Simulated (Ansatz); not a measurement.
Start from PtGe (space group Pnma, No. 62; a = 5.772 Å, b = 3.713 Å, c = 6.129 Å). Axes: x, y, z lie along a, b, c of the conventional cell.

Computed with r2SCAN (Ansatz, a program for electronic structure, PAW, scalar-relativistic without spin-orbit coupling).

For the base:

```
Quantity           Result
---------------  --------
Volume per atom  16.42 Å³
Pressure          0.0 GPa
Band gap             zero
```

The change: tensile biaxial strain of 0.19 % in the plane normal to [001], as in epitaxy on a mismatched substrate; the out-of-plane cell vector and the atoms relax.

**Question.** Estimate the effect on the volume per atom.

**Answer.** The volume per atom increases by 0.03 Å³ (16.42 Å³ → 16.45 Å³).

**Question.** Estimate the effect on the pressure.

**Answer.** The pressure (mean of the normal stresses, compression positive) goes from zero to -0.3 GPa.

**Question.** What happens to the band gap?

**Answer.** The band gap is still zero.

Without a gap, meshes like the base's 8×13×8 leave anisotropic stresses uncertain by several tenths of a GPa, and small strain energies with them. No phonon test of stability was made. The final runs are not spin-polarised.
